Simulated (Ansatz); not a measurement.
SrLi2Nb2O7 (Cmcm, No. 63, 24 atoms in the cell; start mp-557857) was calculated with PBEsol+SOC (PAW; Ansatz, an electronic-structure program).

Run with plane-wave cutoff 520 eV, 6×6×6 k mesh, Fermi–Dirac smearing 0.01 eV, PAW data made under PBE.

Cell (relaxed with PBEsol):

Space group Cmcm (No. 63); a = 17.968 Å, b = 5.584 Å, c = 5.570 Å, α = β = γ = 90.00°

| atom | site | symmetry | x | y | z |
|---|---|---|---|---|---|
| Li | 8e | 2.. | 0.2621 | 0.0000 | 0.0000 |
| Sr | 4c | m2m | 0.0000 | 0.7446 | 0.2500 |
| Nb | 8g | ..m | 0.1154 | 0.2457 | 0.2500 |
| O | 8e | 2.. | 0.3834 | 0.0000 | 0.0000 |
| O | 8e | 2.. | 0.0940 | 0.0000 | 0.0000 |
| O | 8g | ..m | 0.2185 | 0.2162 | 0.2500 |
| O | 4c | m2m | 0.0000 | 0.2982 | 0.2500 |
(The calculation used a cell of 24 atoms; values per cell refer to that cell.)

Task: What does this level give for the band gap and direct gap at Γ?

Result: 
band gap: 1.81 eV (direct)
direct gap at Γ: 1.86 eV

It cost about 2.2 core-hours (a rough figure) of CPU time.

A start named mp-… is a Materials Project structure, which need not be a measured phase.
